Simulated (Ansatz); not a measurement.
The starting structures come from a database of crystals and need not be the phases stable at ambient conditions.

 Where the default PAW files enter, the runs use the earlier of Ansatz's two default sets.

Inside the gap of an insulator the Bloch states are evanescent, with a wavenumber k + iκ along the transport direction.

```
AlGaP2
1.0
    3.94280     0.00000     0.00000
    0.00000     5.56472     0.00000
    0.00000     0.00000     3.86549
Al Ga P
1 1 2
Direct
  0.50000   0.50000   0.50000
  0.00000   0.00000   0.00000
  0.50000   0.74961   0.00000
  0.00000   0.25039   0.50000
```

Space group of this cell: Pmm2. The cell is strained (lengths across the current scaled by 1.02, ions clamped); by PBEsol its mean pressure is -3.4 GPa.

Transport runs along the normal of the first two printed cell vectors.

The gap is the functional's own. No spin-orbit coupling. Mid-gap values are interpolated on the energy grid.

Question: State the band gap and the smallest decay constant κ at mid-gap according to PBEsol run with Ansatz (a program for electronic structure).

Answer: Gap 1.40 eV on a 8×6×8 mesh; κ = 0.112 1/Å, at the zone centre.
